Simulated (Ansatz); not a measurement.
# Sb₂O₃ (Fd-3m, No. 227)

All values below come from r²SCAN (Ansatz, an electronic-structure program, PAW).

Settings: plane-wave cutoff 500 eV, 6×6×6 k mesh, Fermi–Dirac smearing 0.05 eV, scalar-relativistic PAW data made under PBE.

Cell: relaxed at this level.

```
Item                                                 Result
------------------------------  ---------------------------
equilibrium volume per atom                   18.03 Å³/atom
equilibrium lattice constant a                     11.299 Å
band gap                        3.67 eV (on the SCF k mesh)
```

Note: the relaxation could not lower the start's symmetry, so the cell can be a saddle point above a distorted one; the volume lies 5 % above that of the published cell.

Spin–orbit coupling is not included.

The computed numbers hold no vibrational or temperature effects.

It cost around 8 core-minutes (rough) of CPU time.
